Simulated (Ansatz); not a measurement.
**WO3, carrier doping**

The parent structure is WO3 (space group Cmcm, No. 63; a = 5.454 Å, b = 5.474 Å, c = 7.460 Å; a cell from a computed database, its experimental status unchecked).

Carriers are added at fixed cell with a uniform background; the Fermi–Dirac width is that of 300 K.

Calculations: Ansatz (a quantum-chemistry and plane-wave program), PBEsol, PAW, cutoff 420 eV, no spin-orbit coupling.

Candidates:
(a) holes 7.0×10^21 cm⁻³
(b) electrons 7.0×10^21 cm⁻³
(c) holes 5.0×10^21 cm⁻³
(d) electrons 5.0×10^21 cm⁻³
(e) holes 1.0×10^22 cm⁻³

Base values:

The gap between the host's bands is 1.35 eV.

Question: Order them by gap between the host's bands, highest first.

Answer: (e) holes 1.0×10^22 cm⁻³ (1.60 eV), (a) holes 7.0×10^21 cm⁻³ (1.54 eV), (c) holes 5.0×10^21 cm⁻³ (1.50 eV), (d) electrons 5.0×10^21 cm⁻³ (1.12 eV), (b) electrons 7.0×10^21 cm⁻³ (0.93 eV)

Carriers are added with a uniform compensating background; total energy and stress of such cells depend on the potential's zero and are not compared; many-body gap narrowing is missing at this level. Spin-orbit coupling, missing from the scalar runs, can matter with W. Stability against distortions was not tested.
